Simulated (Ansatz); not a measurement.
The cell is built on a prototype and need not be the phase stable at ambient conditions.

By r2SCAN, the system below comes out a metal.

Given:

```yaml
crystal:
  lattice:
    - [4.96857, 0.00000, 0.00000]
    - [0.00000, 3.96669, 0.00000]
    - [0.00000, 0.00000, 4.96857]
  atoms:
    - { symbol: Zn, position: [0.00000, 0.88858, 0.50000] }
    - { symbol: Zn, position: [0.50000, 0.11142, 0.00000] }
    - { symbol: Se, position: [0.00000, 0.00000, 0.00000] }
    - { symbol: Se, position: [0.50000, 0.00000, 0.50000] }
```

Space group of this cell: P4/nmm. The cell was relaxed by PBE-D3(BJ).

The current flows along the normal of the first two printed cell vectors. No spin-orbit coupling; the value is a mean over 0.1 eV about the Fermi level.

### Question
Estimate the ballistic conductance per area that r2SCAN (Ansatz, a first-principles code) returns for this system.

### Answer
0.39 × 10¹⁵ S/m² for both spins.
